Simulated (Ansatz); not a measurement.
The starting structures come from a database of crystals and need not be the phases stable at ambient conditions.

 Where the default PAW files enter, the runs use the earlier of Ansatz's two default sets.

The decay constant κ of evanescent states in the gap governs leakage through a thin film.

```yaml
crystal:
  lattice:
    - [4.59500, 0.00000, 0.00000]
    - [0.00000, 4.59500, 0.00000]
    - [2.29750, -2.29750, 3.24916]
  atoms:
    - { symbol: Na, position: [0.75000, 0.75000, 0.50000] }
    - { symbol: Na, position: [0.25000, 0.25000, 0.50000] }
    - { symbol: S, position: [0.00000, 0.00000, 0.00000] }
```

Space group of this cell: Fm-3m, anti-fluorite. The cell is taken as given.

Transport runs along the normal of the first two printed cell vectors, the (001) plane of the conventional cell.

No gap correction and no spin-orbit coupling; mid-gap values are interpolated between computed energies.

Question: Compute, with r2SCAN (Ansatz, a first-principles code), the band gap and the smallest decay constant κ at mid-gap.

Answer: Gap 3.11 eV on a 10×10×10 mesh; κ = 0.269 1/Å, at the zone centre.
